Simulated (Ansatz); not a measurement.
Base system: PtTe2 (space group P-3m1, No. 164; a = 4.052 Å, c = 5.096 Å; layered).

Method: PBE-D3(BJ) (Ansatz, a program for electronic structure; PAW; 420 eV plane waves; no SOC).

One change was made to it. Results:

The band gap remains zero; the shortest interatomic distance drops by 0.017 Å to 2.689 Å; the density grows by 0.406 g/cm³ to 10.72 g/cm³; the c/a ratio decreases by 0.022 to 1.236.

**Question.** Name the change that was made.
A. pressure 10 GPa
B. pressure −2 GPa
C. pressure 3 GPa
D. pressure 1.5 GPa
E. pressure 7.5 GPa

**Answer.** C, pressure 3 GPa. For comparison, the shortest interatomic distance in the other runs: pressure 7.5 GPa gives 2.667 Å; pressure 10 GPa gives 2.655 Å; pressure 1.5 GPa gives 2.698 Å; pressure −2 GPa gives 2.719 Å.

Load acts through the strain it causes; cell and atoms are relaxed under it. Stability against distortions was not tested. No other phases were tried under pressure. The final runs are not spin-polarised.
